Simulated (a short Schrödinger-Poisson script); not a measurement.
Stack: gated In0.52Al0.48As/In0.53Ga0.47As δ-doped gas in a quantum well, at 20 K.

| layer | material | thickness (nm) | Na (cm⁻³) |
|---|---|---|---|
| 1 | In0.52Al0.48As | 20 | - |
| 2 | In0.52Al0.48As | 10 | - |
| 3 | In0.53Ga0.47As | 10 | - |
| 4 | In0.52Al0.48As | 4000 | 3e14 |

Constants are typed, rounded textbook-type inputs, not results; the design itself was drawn at random and stands for no fabricated device. In0.52Al0.48As: permittivity 12.5, conduction-band edge (eV) 0.52, gap (eV) 1.45, electron mass (mₑ) 0.075, Nv at 300 K (cm⁻³) 1.1e19. In0.53Ga0.47As: permittivity 13.9, conduction-band edge (eV) 0, gap (eV) 0.74, Nv at 300 K (cm⁻³) 7.7e18.

Channel valleys (confinement mass, in-plane density-of-states mass, number): Γ 0.041, 0.041, 1. At the gate the conduction-band edge of layer 1 lies 0.65 eV − eVg above the Fermi level of the channel; the field vanishes at the back. Sheet of ionised δ-doping: +2.3e12 e/cm² at 20 nm from the gate. The barrier under the gate holds no holes. Gaps are held at their typed values at every temperature. Mesh 0.08 nm at interfaces.

From a short Schrödinger-Poisson script (our own, NumPy): 1D Poisson equation in equilibrium, electrons quantum, Hartree (BenDaniel-Duke, 40 states a valley, the channel's in-plane mass for all, wave functions free to enter the barrier), parabolic valleys, classical holes, full ionisation, no traps, pinning or gate leakage.

The same stack at other levels of the model or other numerical settings:

| run | sheet density of all electrons at Vg = 0.4 V (cm⁻²) | sheet density of all electrons at Vg = -0.1 V (cm⁻²) | capacitance at Vg = 0.4 V (μF/cm²) | centroid of the channel electrons at Vg = 0.4 V (nm) | rough cost against the base |
|---|---|---|---|---|---|
| base | 1.61e12 | 6.61e11 | 0.305 | 4.29 | about 1 |
| electrons treated as classical, Boltzmann | 2.05e12 | 9.04e11 | 0.367 | 0.41 | 0.02 |
| electrons treated as classical, Fermi-Dirac | 1.65e12 | 7.07e11 | 0.308 | 4.08 | 0.10 |
| electrons treated as quantum, Hartree plus LDA exchange-correlation | 1.63e12 | 6.82e11 | 0.307 | 4.26 | 2 |
| mesh six times as coarse | 1.60e12 | 6.60e11 | 0.305 | 4.27 | 0.3 |
| one subband a valley | 1.61e12 | 6.61e11 | 0.305 | 4.29 | 0.2 |

The classical rows ignore confinement, and Boltzmann statistics overrate the density once the band edge passes the Fermi level.
